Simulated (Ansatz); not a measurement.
The parent structure is Sn in the diamond structure (space group Fd-3m, No. 227; relaxed with 0.1 eV smearing).

```yaml
crystal:
  lattice:
    - [0.00000, 3.23724, 3.23724]
    - [3.23724, 0.00000, 3.23724]
    - [3.23724, 3.23724, 0.00000]
  atoms:
    - { symbol: Sn, position: [0.00000, 0.00000, 0.00000] }
    - { symbol: Sn, position: [0.25000, 0.25000, 0.25000] }
```

Cartesian axes are those of the cell as printed.

The values are results of LDA/PAW in Ansatz (a program for electronic structure), no SOC, not measurements.

It is then changed as follows: biaxial strain +1.00 %, plane normal [001], relaxed out of plane (Cartesian); in-plane vectors clamped, the third vector and the atoms free.

Task: What does the calculation give for the energy relative to the base after the change?

Result: The energy goes up by 1.4 meV/atom.

Task: Estimate the effect on the out-of-plane strain.

Result: The out-of-plane strain amounts to -1.04 %.

Task: How does this affect the in-plane stress?

Result: The mean in-plane stress (compression positive) amounts to -0.6 GPa.

Stability against distortions was not tested.
